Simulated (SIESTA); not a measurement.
A self-consistent single point of Lu2C (P1, 3 atoms in the cell) with SIESTA.

Computed with SIESTA 5.4.2 with GGA PBEsol, numerical atomic orbitals DZP, PseudoDojo PBEsol standard norm-conserving potentials (rewritten from UPF to PSML).

The change in words: atoms moved at random. Reference geometry:
```
Lu2C
1.0
    1.74726     1.00878     5.83768
   -1.74726     1.00878     5.83768
    0.00000    -2.01756     5.83768
Lu C
2 1
Direct
  0.24083   0.24083   0.24083
  0.75917   0.75917   0.75917
  0.50000   0.50000   0.50000
```

Reference input (self-consistent single point, DFT, GGA PBEsol, numerical atomic orbitals DZP, PseudoDojo PBEsol standard norm-conserving potentials (rewritten from UPF to PSML)): XC.functional = GGA; XC.authors = PBEsol; potentials = PseudoDojo PBEsol standard; PAO.BasisSize = DZP; PAO.EnergyShift = 0.01 Ry; MeshCutoff = 400 Ry; kgrid.MonkhorstPack = 9 9 9; OccupationFunction = MP; OccupationMPOrder = 0; ElectronicTemperature = 100 meV; MaxSCFIterations = 150; SCF.Mixer.Method = Pulay. This run's input differs from it in these lines:

```diff
@@ -18,5 +18,5 @@
 %block AtomicCoordinatesAndAtomicSpecies
-     0.240829000    0.240829000    0.240829000  1
-     0.759171000    0.759171000    0.759171000  1
-     0.500000000    0.500000000    0.500000000  2
+     0.238989000    0.233168000    0.251809000  1
+     0.767727000    0.763147000    0.743185000  1
+     0.493284000    0.503685000    0.505005000  2
 %endblock AtomicCoordinatesAndAtomicSpecies
```

Log, with long lists cut:

```
        iscf     Eharris(eV)        E_KS(eV)     FreeEng(eV)     dDmax    Ef(eV) dHmax(eV)
   scf:    1   -13521.493772   -13558.391841   -13558.409177  1.009821 -3.890930 15.341999
   scf:    2   -13575.022752   -13572.433553   -13572.444818  0.533445 -4.490847  2.125112
   scf:    3   -13572.852223   -13572.977575   -13572.990649  0.076891 -4.451863  0.916694
   scf:    4   -13573.069102   -13573.047769   -13573.060431  0.056484 -4.505334  0.390729
   scf:    5   -13573.052156   -13573.052750   -13573.065548  0.055247 -4.548521  0.218699
   scf:    6   -13573.055485   -13573.054363   -13573.067114  0.013879 -4.538637  0.032696
   scf:    7   -13573.054546   -13573.054502   -13573.067244  0.003599 -4.542239  0.032402
   scf:    8   -13573.054522   -13573.054519   -13573.067272  0.001646 -4.543090  0.002259
   scf:    9   -13573.054511   -13573.054515   -13573.067273  0.000137 -4.543113  0.000699
   scf:   10   -13573.054510   -13573.054513   -13573.067273  0.000054 -4.543034  0.000242
SCF Convergence by DM+H criterion
max |DM_out - DM_in|         :     0.0000536536
max |H_out - H_in|      (eV) :     0.0002418678
SCF cycle converged after 10 iterations

Using DM_out to compute the final energy and forces

siesta: E_KS(eV) =           -13573.0545

siesta: E_KS - E_eggbox =    -13573.0545

siesta: Atomic forces (eV/Ang):
     1   -0.075994    0.226653   -0.249671
     2   -0.057499   -0.276201    0.332561
     3    0.134625    0.049733   -0.083195
   Tot    0.001133    0.000185   -0.000304
   Max    0.332561
   Res    0.193560    sqrt( Sum f_i^2 / 3N )
   Max    0.332561    constrained

Stress tensor Voigt[x,y,z,yz,xz,xy] (kbar):       50.97       55.00       48.96      -11.21        0.60        0.42
(Free)E + p*V (eV/cell)   -13575.0572
Target enthalpy (eV/cell)   -13573.0673

   [... lines left out ...]
siesta: FreeEng =    -13573.067273
   [... lines left out ...]
siesta:     0.031812    0.000260    0.000372
siesta:     0.000260    0.034326   -0.006999
siesta:     0.000372   -0.006999    0.030560

siesta: Cell volume =         61.736703 Ang**3

siesta: Pressure (static):
siesta:                Solid            Molecule  Units
siesta:          -0.00035106         -0.00050448  Ry/Bohr**3
siesta:          -0.03223271         -0.04631903  eV/Ang**3
siesta:         -51.64249224        -74.21127153  kBar
```

The run converged in 10 iterations. Against the reference run the free energy goes up by 6.0 meV/atom, the pressure goes from -4.88 to -5.16 GPa and the largest force goes from 0.027 to 0.436 eV/Å.

The starting cell comes from a database of computed structures (which also holds hypothetical and non-ambient phases and stackings), without a prior relaxation at this level. For this run, on top of that: atoms moved at random. Values carry the incompleteness of an atom-centred basis. With a pressure of about -5 GPa the cell is away from its equilibrium volume at this level.

Cost on one core of a shared machine: roughly 90 s.
